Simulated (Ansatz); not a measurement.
TbPd3 (Pm-3m, No. 221) was calculated with r²SCAN+rVV10 (Ansatz, a program for electronic structure, plane waves, PAW).

Numerical settings: plane-wave cutoff 560 eV, 14×14×14 k mesh, Fermi–Dirac smearing 0.05 eV, spin-polarised with parallel moments, scalar-relativistic PAW data made under PBE.

Computed at the level's own relaxed cell.

**Question.** Give the computed lattice parameter a.

**Answer.** 
- lattice parameter a = 4.074 Å

Note: the magnetic order was assumed, not searched for or taken from measurement; the 4f shell is treated without U or exact exchange, so its levels and filling can be wrong.

Spin–orbit coupling is not included.

Static lattice: no zero-point or thermal effects.

It cost around 11 core-minutes (rough) of CPU time.
